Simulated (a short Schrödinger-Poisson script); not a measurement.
Structure: symmetric double-gate stack, SiO2 on p-type GaN, at 300 K.

```
layer  material  thickness (nm)  Na (cm⁻³)
-----  --------  --------------  ---------
1          SiO2             3.7          -
2           GaN              10       5e17
3          SiO2             3.7          -
```

The device is made up for the run: typed textbook-type constants, with dimensions and the other settings drawn at random. SiO2: permittivity 3.9, conduction-band edge (eV) 3.2, gap (eV) 9, electron mass (mₑ) 0.5. GaN: permittivity 9.5, conduction-band edge (eV) 0, gap (eV) 3.43, Nv at 300 K (cm⁻³) 4.6e19.

Channel valleys (confinement mass, in-plane density-of-states mass, number): Γ 0.2, 0.2, 1. At the gates, both at one voltage, the conduction-band edge of layer 1 lies 3.31 eV − eVg above the Fermi level of the channel. Gaps are held at their typed values at every temperature. Mesh 0.03 nm at interfaces.

Solved with a short Schrödinger-Poisson script written for these runs: 1D Poisson equation in equilibrium, electrons classical, Fermi-Dirac, parabolic valleys, classical holes, full ionisation, no traps, pinning or gate leakage.

The same stack at other levels of the model or other numerical settings:

```tsv
run	sheet density of all electrons at Vg = 2.25 V (cm⁻²)	sheet density of all electrons at Vg = 0.45 V (cm⁻²)	capacitance of both gates at Vg = 2.25 V (μF/cm²)	rough cost against the base
base	2.05e13	2.80e12	1.62	about 1
electrons treated as classical, Boltzmann	2.28e13	2.97e12	[?]	0.2
electrons treated as quantum, Hartree	1.89e13	[?]	1.54	4
electrons treated as quantum, Hartree plus LDA exchange-correlation	1.93e13	[?]	1.55	7
mesh six times as coarse	2.04e13	2.78e12	1.61	0.4
```

Task: What belongs in the gaps?

Result: 
- electrons treated as quantum, Hartree plus LDA exchange-correlation, sheet density of all electrons at Vg = 0.45 V (cm⁻²): 2.55e12
- electrons treated as classical, Boltzmann, capacitance of both gates at Vg = 2.25 V (μF/cm²): 1.82
- electrons treated as quantum, Hartree, sheet density of all electrons at Vg = 0.45 V (cm⁻²): 2.35e12

The classical rows ignore confinement, and Boltzmann statistics overrate the density once the band edge passes the Fermi level.

In real p-type GaN the Mg acceptor is only partly ionised, and so wide a gap doesn't supply an inversion layer without source and drain.
